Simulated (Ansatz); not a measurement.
```xyz
16
Lattice="16.5000 0.0000 0.0000 0.0000 16.5000 0.0000 0.0000 0.0000 3.9725" Properties=species:S:1:pos:R:3 pbc="T T T"
Mg    10.8495     8.2500     0.0000
O     10.1438    10.1438     0.0000
Mg     8.2500    10.8495     0.0000
O      6.3562    10.1438     0.0000
Mg     5.6505     8.2500     0.0000
O      6.3562     6.3562     0.0000
Mg     8.2500     5.6505     0.0000
O     10.1438     6.3562     0.0000
O     10.9283     8.2500     1.9862
Mg    10.0881    10.0881     1.9862
O      8.2500    10.9283     1.9862
Mg     6.4119    10.0881     1.9862
O      5.5717     8.2500     1.9862
Mg     6.4119     6.4119     1.9862
O      8.2500     5.5717     1.9862
Mg    10.0881     6.4119     1.9862
```

Levels: PBE (plane waves to 420 eV, PAW; Ansatz, a first-principles code); r2SCAN (plane waves to 500 eV, PAW; Ansatz); HSE06 (Ansatz). Unmarked values and the geometry are of the first. Mesh 1×1×8. No spin polarisation. One-dimensional cell, images about 11 Å apart. A hypothetical model. Symmetry and one short period hold its shape; lower forms weren't sought. HSE06 ran on a 1×1×5 mesh and at PBE's edge points. Buckling under compression is shut out by symmetry and the short period.

### Question
Give the properties of this body.

### Answer
* **largest distance between nuclei across the axis**: 5.36 Å
* **PBE gap**: 3.06 eV, direct at Γ
* **electron mass along the axis (PBE)**: 0.58 mₑ
* **hole mass along the axis (PBE)**: 1.2 mₑ
* **valence and conduction edges under the vacuum level (PBE)**: 5.23 and 2.18 eV
* **r2SCAN gap at this geometry**: 3.58 eV
* **HSE06 gap at this geometry**: 4.45 eV
* **axial stiffness dF/dε**: 170 nN
